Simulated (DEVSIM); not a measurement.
**abrupt Si p-n junction**

Structure: abrupt Si p-n junction, at 300 K.

| layer (left to right) | material | thickness (μm) | Nd (cm⁻³) | Na (cm⁻³) | τn (s) | τp (s) |
|---|---|---|---|---|---|---|
| 1 | Si | 0.230 | - | 2e16 | 5.5e-7 | 5.5e-7 |
| 2 | Si | 32.0 | 1.5e17 | - | 5.5e-7 | 5.5e-7 |

Left contact: ohmic. Right contact: ohmic. Voltage is applied to the left contact. Recombination: SRH at mid-gap. Mobility is μmin + (μ − μmin)/(1 + (N/Nref)^α).

Constants are typed, rounded textbook-type inputs, not results; the design itself was drawn at random and stands for no fabricated device. Values at 300 K.

```
parameter           Si
-------------  -------
gap (eV)         1.124
affinity (eV)     4.05
permittivity      11.7
Nc (cm⁻³)      2.86e19
Nv (cm⁻³)       3.1e19
μn (cm²/Vs)       1417
μp (cm²/Vs)        470
μn,min              52
μp,min              45
Nref,n          9.7e16
Nref,p          2.2e17
αn                0.68
αp                0.72
```

Model (solved in DEVSIM): 1D drift-diffusion, Boltzmann statistics, complete ionisation; no tunnelling, impact ionisation, image-force lowering or self-heating.

| Property | Value |
|---|---|
| Potential step across the device at zero bias | 0.798 V |
| Largest field in the device at zero bias | 64000 V/cm |
| Dark forward voltage at 1 A/cm² | 0.515 V |
| Dark forward voltage at 100 A/cm² | 0.665 V |

Dark forward current:

```
V (V)  J (A/cm²)
-----  ---------
0.05      4.2e-8
0.10      2.8e-7
0.15      1.7e-6
0.20      1.0e-5
0.30     0.00039
0.35      0.0024
0.40       0.015
0.45       0.092
0.50        0.57
0.55         3.5
0.65          75
0.70         190
0.75         350
0.80         530
0.85         720
0.90         930
1.00        1400
1.05        1600
1.10        1800
1.15        2000
```

Dark reverse current:

| V (V) | J (A/cm²) |
|---|---|
| -0.04 | -8.1e-9 |
| -0.10 | -1.3e-8 |
| -0.20 | -1.8e-8 |
| -0.30 | -2.3e-8 |
| -0.40 | -2.8e-8 |
| -0.60 | -3.7e-8 |
| -0.80 | -4.7e-8 |
| -1.00 | -5.6e-8 |
| -1.30 | -6.9e-8 |
| -1.60 | -8.2e-8 |
| -2.00 | -9.8e-8 |
